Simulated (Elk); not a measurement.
Band structure of Lu₂C (R-3m, 3 atoms in the cell).

```
Lu2C
1.0
    1.74726     1.00878     5.83768
   -1.74726     1.00878     5.83768
    0.00000    -2.01756     5.83768
Lu C
2 1
Cartesian
  0.00000   0.00000   4.21765
  0.00000   0.00000  13.29539
  0.00000   0.00000   8.75652
```

Computed with PBEsol, all-electron FP-LAPW, Elk's shipped species files, APW+lo basis with extra local orbitals (Elk).

Settings: xctype = 22; rgkmax = 7.5; stype = 0; swidth = 0.00367493 Ha; ngridk = 9 9 9; gmaxvr = 18 1/bohr; lmaxapw = 10; lmaxo = 8; nxlo = 2; lorbcnd = true; lradstp = 2; nrmtscf = 2; rmtscf = 0.92; lmaxi = 4.

The starting cell comes from a database of computed structures (which also holds hypothetical and non-ambient phases and stackings), without a prior relaxation at this level. Spin-orbit coupling is off. Values depend on the basis (sphere radii, cutoffs, local orbitals), which need not be converged.

Levels in eV from the Fermi level, bands 24 to 31:
| point | 24 | 25 | 26 | 27 | 28 | 29 | 30 | 31 |
|---|---|---|---|---|---|---|---|---|
| B | -2.73 | -2.56 | -1.52 | 0.09 | 0.68 | 1.51 | 2.41 | 3.80 |
| Z | -4.11 | -1.16 | -1.16 | -0.62 | 1.14 | 2.80 | 2.80 | 4.09 |
| Γ | -3.83 | -2.21 | -1.25 | -1.25 | 2.55 | 2.55 | 2.69 | 4.69 |
| X | -2.71 | -2.56 | -1.51 | 0.10 | 0.64 | 1.58 | 2.28 | 3.90 |

Bands cross the Fermi level along this path, so the cell is metallic at this level.
